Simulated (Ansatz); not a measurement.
The parent structure is TiAl (space group P4/mmm, No. 123; relaxed with 0.1 eV smearing).

```yaml
crystal:
  lattice:
    - [2.76616, 0.00000, 0.00000]
    - [0.00000, 2.76616, 0.00000]
    - [0.00000, 0.00000, 4.00209]
  atoms:
    - { symbol: Ti, position: [0.00000, 0.00000, 0.00000] }
    - { symbol: Al, position: [0.50000, 0.50000, 0.50000] }
```

Cartesian axes are those of the cell as printed.

Calculations: DFT with LDA, PAW potentials and a 420 eV plane-wave cutoff in Ansatz (an electronic-structure program), no SOC.

Perturbation: tensor shear ε_xz = +1.14 % (engineering shear γ = 0.0228), atoms relaxed at fixed cell.

Problem. Predict the stress tensor and what it implies for the stiffness.

Solution. Stress of the strained cell less that of the base (GPa, compression positive):
```
    0.1     0.0    -2.8
    0.0     0.1     0.0
   -2.8     0.0     0.1
```

Then −Δσ/γ with γ = 2ε = 0.0228 gives relaxed-ion elastic constants: C55 ≈ 125 GPa.

No phonon test of stability was made. All final runs are without spin polarisation.
